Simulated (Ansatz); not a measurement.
# A worked fit of the energy against the vacuum, with one run withheld: a (110) slab of SnTe (cut from a parent of space group no. 225; 8 atoms in the cell)

```
CELL_PARAMETERS angstrom
      6.28840     0.00000     0.00000
      0.00000     4.44657     0.00000
      0.00000     0.00000    36.66977
ATOMIC_POSITIONS crystal
  Sn 0.00000 0.25000 0.46969
  Sn 0.50000 0.75000 0.40906
  Sn 0.00000 0.25000 0.59094
  Sn 0.50000 0.75000 0.53032
  Te 0.00000 0.75000 0.40906
  Te 0.50000 0.25000 0.46969
  Te 0.00000 0.75000 0.53032
  Te 0.50000 0.25000 0.59094
```

Method: PBEsol, default PAW files made with PBE (plane waves; Ansatz, a program for electronic structure).

Base settings: basis.ecutwfc = 420 eV; kpoints.mp_grid.grid = 2 3 1; hamiltonian.xc = pbesol; hamiltonian.pseudopotentials = {kind: paw} (the program's default PAW files); scf.occupations.method = fermi_dirac; scf.occupations.width = 0.01 eV.

The last step of the ladder, which sets the zero, is vacuum between outermost atoms (Å) = 30.0.

The starting cell has typed, rounded lattice constants, without a prior relaxation at this level. The slab is cut from that crystal, and its faces are unrelaxed. Its lattice was rescaled by up to half a per cent. Spin polarisation is off, though cut faces can carry moments; a gap of a slab can lie between surface states. Forces in the cell shown exceed 1 eV/Å.

The differences are negative here: closer images bind.

An empirical form: the interaction of two facing surfaces decays exponentially with the gap, by the tails of the wave functions or, on ionic faces, by the in-plane pattern of charges: ln|ΔF| = a + b·d. One k-point is taken across the vacuum.

| vacuum (Å) | size of F less the last step's (meV/atom) | ln of it |
|---|---|---|
| 3.0 | 58.30 | 4.066 |
| 4.0 | 21.02 | 3.045 |
| 5.0 | ? | ? |
| 6.0 | 2.02 | 0.703 |
| 7.0 | 0.74 | -0.301 |

Question: Fit the line to the 4 rows given and predict the withheld one.

Answer: Means: x̄ = 5.0000, ȳ = 1.8782. Σ(x − x̄)(y − ȳ) = -11.08 and Σ(x − x̄)² = 10.00, so b = -1.108 and a = ȳ − b·x̄ = 7.4182; the decay length is 0.90 Å. The largest residual of the fitted rows is 0.067. At x = 5.0 the line gives 1.878, that is 6.54 meV/atom. The run gave 6.08 meV/atom, a miss of 0.46 meV/atom (8 %). The table is a window of a longer ladder. The rows were chosen because the form fits them, the withheld one included, so this shows the method and is no test of the form.

Left out of this page: 7 runs of the series outside the window shown, repeating another row's setting, or not comparable.

Keys are those of Ansatz 0.2.
